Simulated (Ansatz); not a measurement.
# Convergence study of the k-point mesh for ZrSeS (P3m1, 3 atoms in the cell)

```yaml
crystal:
  lattice:
    - [3.76127, 0.00000, 0.00000]
    - [-1.88064, 3.25736, 0.00000]
    - [0.00000, 0.00000, 6.25352]
  atoms:
    - { symbol: Zr, position: [0.00000, 0.00000, 0.02050] }
    - { symbol: Se, position: [0.66667, 0.33333, 0.75338] }
    - { symbol: S, position: [0.33333, 0.66667, 0.23411] }
```

Level of theory: LDA (PW92), default PAW files made with PBE (plane waves; Ansatz, a quantum-chemistry and plane-wave program).

Base settings: basis.ecutwfc = 420 eV; kpoints.mp_grid.grid = 8 8 4; hamiltonian.xc = lda; hamiltonian.pseudopotentials = {kind: paw} (the program's default PAW files); scf.occupations.method = fermi_dirac; scf.occupations.width = 0.02 eV.

The second cell is the first with its lattice scaled by 0.98.

Only quantities that move along the ladder and can be compared are tabulated.

The count of work is k-points × plane waves × bands × iterations; it is no time. Core times come from one kind of shared machine, to one figure; runs under 30 s give none.

The starting cell comes from a database of computed structures (which also holds hypothetical and non-ambient phases and stackings), without a prior relaxation at this level. Its lattice was rescaled by up to half a per cent. One atom was moved a little off its site on purpose. In the base run, with a pressure of about -5 GPa the cell is away from its equilibrium volume at this level. Ansatz's pressure includes its estimate of the finite-basis (Pulay) stress.

Steps (kpoints.mp_grid.grid): 2 2 1; 3 3 2; 4 4 2; 4 4 3; 5 5 3; 6 6 3; 7 7 4; 8 8 4; 9 9 5; 10 10 5; 11 11 6; 12 12 6; 13 13 7; 14 14 8; 16 16 9; 18 18 9; 20 20 10; 22 22 12.

### Question
What is the coarsest kpoints.mp_grid.grid that holds the forces within 0.02 eV/Å of the last step, with all finer ones?

### Answer
7 7 4, at 0.050 of the last step's count of work; the step before is off by 0.023 eV/Å.

### Question
What is the coarsest kpoints.mp_grid.grid that holds the free energy within 1 meV/atom of the last step, with all finer ones?

### Answer
9 9 5, at 0.089 of the last step's count of work; the step before is off by 1.1 meV/atom.

### Question
What is the coarsest kpoints.mp_grid.grid that holds the pressure within 1 GPa of the last step, with all finer ones?

### Answer
3 3 2, at 0.012 of the last step's count of work; the step before is off by 2.3 GPa.

| kpoints.mp_grid.grid | free energy less the last step's (meV/atom) | energy of the compressed cell less the first (meV/atom) | pressure (GPa) | largest difference of a force vector from the last step's (eV/Å) | count of work / last | core time / last (rough) |
|---|---|---|---|---|---|---|
| 2 2 1 | 339.88 | -2.19 | -2.71 | 0.538 | 0.0041 | – |
| 3 3 2 | 77.36 | -17.51 | -4.23 | 0.198 | 0.012 | – |
| 4 4 2 | 33.46 | -21.31 | -4.61 | 0.067 | 0.016 | – |
| 4 4 3 | 32.24 | -21.57 | -4.63 | 0.066 | 0.018 | – |
| 5 5 3 | 13.08 | -23.57 | -4.83 | 0.042 | 0.021 | – |
| 6 6 3 | 5.42 | -24.65 | -4.93 | 0.023 | 0.030 | – |
| 7 7 4 | 2.33 | -25.17 | -4.98 | 0.012 | 0.050 | – |
| 8 8 4 | 1.08 | -25.40 | -5.00 | 0.007 | 0.062 | – |
| 9 9 5 | 0.51 | -25.52 | -5.01 | 0.004 | 0.089 | – |
| 10 10 5 | 0.25 | -25.58 | -5.02 | 0.002 | 0.10 | – |
| 11 11 6 | 0.13 | -25.61 | -5.02 | 0.001 | 0.15 | – |
| 12 12 6 | 0.06 | -25.63 | -5.02 | 0.001 | 0.18 | – |
| 13 13 7 | 0.03 | -25.64 | -5.03 | 0.000 | 0.22 | – |
| 14 14 8 | 0.02 | -25.65 | -5.03 | 0.000 | 0.30 | – |
| 16 16 9 | 0.00 | -25.65 | -5.03 | 0.000 | 0.41 | 0.4 |
| 18 18 9 | 0.00 | -25.65 | -5.03 | 0.000 | 0.52 | 0.5 |
| 20 20 10 | 0.00 | -25.65 | -5.03 | 0.000 | 0.70 | 0.7 |
| 22 22 12 | 0.00 | -25.65 | -5.03 | 0.000 | 1.0 | 1 |

The energy difference between the two cells stays within 1 meV/atom of the last step's from 7 7 4 on, the total only from 9 9 5 on: much of the error is common to both cells and cancels.

Two neighbours can agree and both be off: 4 4 2 and 4 4 3 differ by 0.27 meV/atom in the energy of the compressed cell less the first, yet lie about 4.1 meV/atom from the last step.

Keys are those of Ansatz 0.2.
